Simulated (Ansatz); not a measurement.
Functionals compared on the (000-1) surface of wurtzite ZnO, O-terminated, 2x2 with 2 H on 4 top atoms (bottom of the slab: 2 H on 4 bottom sites), in Ansatz (plane waves, PAW). The structure was relaxed with PBE; the other rows are single points on it. Cutoff 420 eV (500 eV for r2SCAN).

Set-up: 44 atoms, 13.8 Å thick at the start with caps and adatoms (thin: gaps and levels are the slab's own); mesh 4x4x1; 0.025 eV smearing; dipole correction on; 8 atoms held, the rest relaxed; no symmetry held; no spin, no spin-orbit, no U. These notes are the PBE run's.

```json
[
 {"functional": "PBE", "gap of the slab on its k-mesh (eV)": "0.53", "highest filled level below the top vacuum level (eV)": "4.06", "rough cost of the single point": "–"},
 {"functional": "r2SCAN", "gap of the slab on its k-mesh (eV)": "0.78", "highest filled level below the top vacuum level (eV)": "4.18", "rough cost of the single point": "roughly 11 core-minutes"}
]
```

Ansatz is a quantum-chemistry and plane-wave program.
